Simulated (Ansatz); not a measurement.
The parent structure is CaC₂ (space group C2/m, No. 12; a cell from a computed database, its experimental status unchecked).

```xyz
6
Lattice="3.5341 -1.8885 0.0000 3.5341 1.8885 0.0000 -2.1335 0.0000 7.0308" Properties=species:S:1:pos:R:3 pbc="T T T"
Ca     4.0422     0.0000     5.2970
Ca     0.8926     0.0000     1.7338
C     -0.6393     0.0000     3.9756
C      5.5740     0.0000     3.0552
C      3.0609     0.0000     0.4145
C      1.8738     0.0000     6.6163
```

Levels (all Ansatz, a program for electronic structure, PAW): PBEsol (420 eV, no spin-orbit coupling); HSE06 (420 eV, no spin-orbit coupling).

The geometry is relaxed with PBEsol.

| Property | Value |
|---|---|
| PBEsol lowest conduction level above the VBM at special points | L₂ 2.07 eV; Γ 2.97 eV; V₂ 3.07 eV |

With HSE06 at the same geometry, the lowest conduction level above the VBM at special points changes from L₂ 2.07 eV; Γ 2.97 eV; V₂ 3.07 eV to L₂ 3.44 eV; Γ 4.46 eV; V₂ 4.49 eV.

Single points use the geometry relaxed with PBEsol. HSE06 gaps are upper bounds (no full band path). The levels and masses belong to the bands next to the band gap. Stability against distortions was not tested.
